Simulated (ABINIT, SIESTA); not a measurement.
A SIESTA input for a self-consistent single point of Be (P6_3/mmc, 2 atoms in the cell) (DFT, GGA PBE, numerical atomic orbitals DZP, PseudoDojo PBE standard norm-conserving potentials (rewritten from UPF to PSML)):

```
# files in the folder: Be.psml (PseudoDojo PBE standard)
SystemName  Be
SystemLabel Be

NumberOfAtoms                2
NumberOfSpecies              1
%block ChemicalSpeciesLabel
  1 4 Be
%endblock ChemicalSpeciesLabel
LatticeConstant              2.194183 Ang
%block LatticeVectors
     1.000000000    0.000000000    0.000000000
    -0.499999772    0.866025304    0.000000000
     0.000000000    0.000000000    1.578121788
%endblock LatticeVectors
AtomicCoordinatesFormat      Ang
%block AtomicCoordinatesAndAtomicSpecies
    -0.000000764    1.266812633    2.597016000  1
     1.097092764    0.633405367    0.865672000  1
%endblock AtomicCoordinatesAndAtomicSpecies

XC.functional                GGA
XC.authors                   PBE
PAO.BasisSize                DZP
PAO.EnergyShift              0.005 Ry
PAO.Polarization.NonPerturbative true
MeshCutoff                   400 Ry
%block kgrid.MonkhorstPack
   13   0   0  0.0
    0  13   0  0.0
    0   0   8  0.0
%endblock kgrid.MonkhorstPack
OccupationFunction           FD
ElectronicTemperature        50.0 meV

MaxSCFIterations             150
SCF.Mixer.Method             Pulay
SCF.Mixer.Weight             0.1
SCF.Mixer.History            8
SCF.DM.Tolerance             1.0E-05
Diag.ParallelOverK           true
WriteForces                  true
Charge.Mulliken              end
```

### Question
Translate this input to ABINIT.

### Answer
This is the input that was run; spellings and numerical settings could be chosen otherwise.

```
# Be, PseudoDojo nc-sr-05 PBE standard
pp_dirpath "./"
pseudos "Be.upf"
acell 4.1464046989 4.1464046989 6.5435319750
rprim
         1.0000000000   -0.0000001006    0.0000000000
        -0.4999999129    0.8660254541    0.0000000000
         0.0000000000    0.0000000000    1.0000000000
natom 2
ntypat 1
znucl 4
typat 1 1
xcart
         0.0000001274    1.2668120729    2.5970160000
         1.0970915006    0.6334059261    0.8656720000
      Angstrom
ecut 88 Ry
occopt 3
tsmear 0.00183747
nband 9
kptopt 1
ngkpt 13 13 8
nshiftk 1
shiftk 0 0 0
nstep 100
tolvrs 1.0e-11
prtwf 0
prtden 0
prtvol 1
enunit 1
```

Basis, cutoffs, solver keys and any potentials are the target program's own. This input uses DFT, PBE, plane waves, norm-conserving pseudopotentials (PseudoDojo nc-sr-05 PBE standard). Both were run: pressure 15.30 GPa in SIESTA and 14.34 in ABINIT.

On ABINIT: the starting cell comes from a database of computed structures (which also holds hypothetical and non-ambient phases and stackings), without a prior relaxation at this level. Its lattice was rescaled by a random factor within 2.5 % of one. For this run, on top of that: lattice scaled by 0.98. With a pressure of about 14 GPa the cell is away from its equilibrium volume at this level.

On SIESTA: the starting cell comes from a database of computed structures (which also holds hypothetical and non-ambient phases and stackings), without a prior relaxation at this level. Its lattice was rescaled by a random factor within 2.5 % of one. For this run, on top of that: lattice scaled by 0.98. Values carry the incompleteness of an atom-centred basis. With a pressure of about 15 GPa the cell is away from its equilibrium volume at this level.
